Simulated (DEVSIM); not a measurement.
# Schottky contact on n-type Ge

System: Schottky contact on n-type Ge, at 300 K.

```
layer (left to right)  material  thickness (μm)  Nd (cm⁻³)  τn (s)  τp (s)
---------------------  --------  --------------  ---------  ------  ------
1                            Ge            4.00     7.8e16  1.2e-7  1.2e-7
2                            Ge            13.0     1.3e18  1.2e-7  1.2e-7
```

Left contact: Schottky, work function 4.34 eV, emission velocity 1.1e7 cm/s. Right contact: ohmic. Voltage is applied to the left contact. Recombination: SRH at mid-gap, radiative, Auger. Mobility is constant in doping.

This is a model device: material constants are rounded textbook-type values typed into the input, and sizes, dopings and lifetimes were drawn at random. Values at 300 K.

| parameter | Ge |
|---|---|
| gap (eV) | 0.664 |
| affinity (eV) | 4 |
| permittivity | 16 |
| Nc (cm⁻³) | 1.04e19 |
| Nv (cm⁻³) | 6e18 |
| μn (cm²/Vs) | 3900 |
| μp (cm²/Vs) | 1900 |
| B (cm³/s) | 6.4e-14 |
| Cn (cm⁶/s) | 1e-31 |
| Cp (cm⁶/s) | 1e-31 |

Model (solved in DEVSIM): 1D drift-diffusion, Boltzmann statistics, complete ionisation; no tunnelling, impact ionisation, image-force lowering or self-heating. Metal contacts follow the ideal Schottky-Mott rule: no Fermi-level pinning, no interface dipoles.

```json
{
 "potential_step_across_the_device_at_zero_bias": "0.286 V"
}
```
